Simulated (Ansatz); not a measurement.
## A computed series for PtSe2: thickness series

The parent structure is PtSe2 in the CdI2 type structure (space group P-3m1, No. 164; layered).

```yaml
crystal:
  lattice:
    - [3.77238, 0.00000, 0.00000]
    - [-1.88619, 3.26698, 0.00000]
    - [0.00000, 0.00000, 4.81834]
  atoms:
    - { symbol: Pt, position: [0.00000, 0.00000, 0.00000] }
    - { symbol: Se, position: [0.66667, 0.33333, 0.26556] }
    - { symbol: Se, position: [0.33333, 0.66667, 0.73444] }
```

Free-standing slabs (3 atom(s) a layer) normal to the stacking axis with 15 Å of vacuum; in-plane cell relaxed.

All numbers come from PBE-D3(BJ)/PAW in Ansatz (a first-principles code), no spin-orbit coupling.

Candidates:
(a) 3 layers
(b) 2 layers
(c) 1 layer
(d) 4 layers

For the base:

- In-plane lattice parameter a = 3.772 Å

Problem. Order them by in-plane lattice parameter a, highest first.

Solution. (d) 4 layers (3.754 Å), (a) 3 layers (3.748 Å), (b) 2 layers (3.735 Å), (c) 1 layer (3.707 Å)

No phonon test of stability was made. The final runs are not spin-polarised.
